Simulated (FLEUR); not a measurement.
**Equation of state of diamond-structure Si (space group 227): energy against volume (FLEUR, LDA)**

```xyz
2
Lattice="0.0000 2.6099 2.6099 2.6099 0.0000 2.6099 2.6099 2.6099 0.0000" Properties=species:S:1:pos:R:3 pbc="T T T"
Si     2.6099     2.6099     2.6099
Si     3.9148     3.9148     3.9148
```

Method of the run: LDA (Vosko-Wilk-Nusair), all-electron FLAPW (FLEUR), scalar-relativistic valence (FLEUR). Settings: Kmax = 4.56 1/bohr; GmaxXC = 18.2 1/bohr; xcFunctional = vwn; jspins = 1; l_soc = F; mode = hist; fermiSmearingEnergy = 0.00036749 Htr; mesh (inpgen div1-3) = 11 11 11; inpgen gamma flag = false; Gmax = 18.2 1/bohr; numbands = 0; maxIterBroyd = 15; imix = Anderson; alpha = 0.05; precondParam = 0; minDistance = 1e-05 me/bohr^3. The cell above is the first row's. The rows scale it uniformly. In all rows fractional positions and the k mesh are held. E is the free energy at the stated smearing, counted from the lowest row.

```csv
V (Å^3/atom),E (meV/atom)
17.777,?
18.164,40.84
18.550,21.94
18.937,9.22
19.323,2.09
19.710,0.00
20.096,2.46
20.482,9.02
20.869,19.28
```

### Question
Fit E against V with the third-order Birch-Murnaghan form, a cubic in V^(-2/3), and predict the withheld value at V = 17.777.

### Answer
With u = V^(-2/3) - 0.138, the rows have u = 0.006719, 0.004704, 0.002754, 0.000873, -0.000951, -0.002712, -0.004417, -0.006073. Least squares gives E = 0.504 + 1200.77·u + 710660·u² + 614270·u³. Residuals (row less fit): -0.001, -0.002, 0.006, -0.004, -0.004, -0.002, 0.008, -0.004; standard error 0.006 (degrees of freedom: 4). Its minimum lies at u = -0.000846, so V0 = (0.137154)^(-3/2) = 19.69. There d²E/du² = 1418000 and d³E/du³ = 3686000, so B0 = (4/9) × 19.69^(-7/3) × 1418000 × 0.160218 = 96.5 GPa (the last factor turns the table's units into GPa), and B0' = 4 + (2/3) × 0.137154 × (3686000)/1418000 = 4.2. At the withheld row, u = 0.008812, so E = 0.504 + 1200.77 × 0.008812 + 710660 × 0.008812² + 614270 × 0.008812³ = 66.689 meV/atom. The calculation gives 66.59 meV/atom, 0.099 meV/atom below the prediction (0.1 % of the range of E in the table). The row lies outside the fitted rows, so this is an extrapolation. From the scatter of the fitted rows alone, a prediction at this place has a standard error of 0.019 meV/atom, so the miss is 5.2 times that.

Carrying the step between the two nearest rows on in a straight line would have given 59.79, off by 6.80; series whose last step already gives the withheld value aren't shown. The scan was laid around a cell of about the measured size, scaled by a guess for this functional. The runs keep the symmetry of the cell, so they don't test it for distortions. Values depend on the basis (sphere radii, cutoffs, local orbitals), which need not be converged. Cutoffs and mesh are single choices, not tested for convergence of this quantity. Series with a scatter that would blur these digits, or in which a gap closes, are not shown. Nor are scans whose minimum lies at an end fitted in this form.

Terms beyond the fitted order, or numerical noise in single rows, can give a miss of this size; the table doesn't tell which.
